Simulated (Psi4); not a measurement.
Psi4 1.11, WB97X/def2-tzvp: Pb(Cl)3 ([Cl][Pb-]([Cl])[Cl]), charge -1, multiplicity 1, 4 atoms. The geometry is a generated start, not checked to be a minimum at this level.

```
Quantity                                              Value
--------------------------  -------------------------------
task                                                 energy
method                                                wb97x
basis                                             def2-tzvp
memory                                                 3 GB
maxiter                                                 100
keys of the molecule block                      symmetry c1
scf_type                                       df (default)
diis_max_vecs                                  10 (default)
e_convergence                               1e-06 (default)
d_convergence                               1e-06 (default)
dft_radial_points                              75 (default)
dft_spherical_points                          302 (default)
effective core potentials   those of the basis set, past Kr
basis functions                                         161
grid points                                           86045
```

```xyz
4

Pb     0.0009    -0.0008     0.8300
Cl     2.2769    -0.5025    -0.2831
Cl    -0.7032     2.2239    -0.2730
Cl    -1.5746    -1.7207    -0.2739
```

Charge -1 and multiplicity 1 are set for this test and not shown to be the ground state.

With the defaults (damping_percentage = 0, diis = true, scf_initial_accelerator = adiis, soscf = false, soscf_start_convergence = 0.01, guess = auto, which took SAD) it converges in 8 SCF iterations. One run each on 2 threads, with these changes:
- guess = sap
- soscf = true, soscf_start_convergence = 0.001
- damping_percentage = 60
- soscf = true
- damping_percentage = 60, diis = false, scf_initial_accelerator = none
- damping_percentage = 20
- guess = sapgau
- guess = modhuckel
- guess = sadno

Question: Which of these changes keep the SCF from converging, or lead it to another solution?

Answer: No convergence: damping_percentage = 60; damping_percentage = 60, diis = false, scf_initial_accelerator = none (the run ends without SCF convergence in 100 iterations). The rest reach the solution of the defaults.

```
setting                                                                SCF iterations  JK calls             end
---------------------------------------------------------------------  --------------  --------  --------------
soscf = true                                                                        5        16   same solution
soscf = true, soscf_start_convergence = 0.001                                       6        17   same solution
the defaults                                                                        8         9   same solution
guess = modhuckel                                                                   9        67   same solution
guess = sadno                                                                      10        10   same solution
guess = sap                                                                        11        11   same solution
guess = sapgau                                                                     14        14   same solution
damping_percentage = 20                                                            19        20   same solution
damping_percentage = 60                                                           100       101  no convergence
damping_percentage = 60, diis = false, scf_initial_accelerator = none             100       101  no convergence
```

An SOSCF iteration holds several JK calls; a Hückel guess adds calls on atoms.
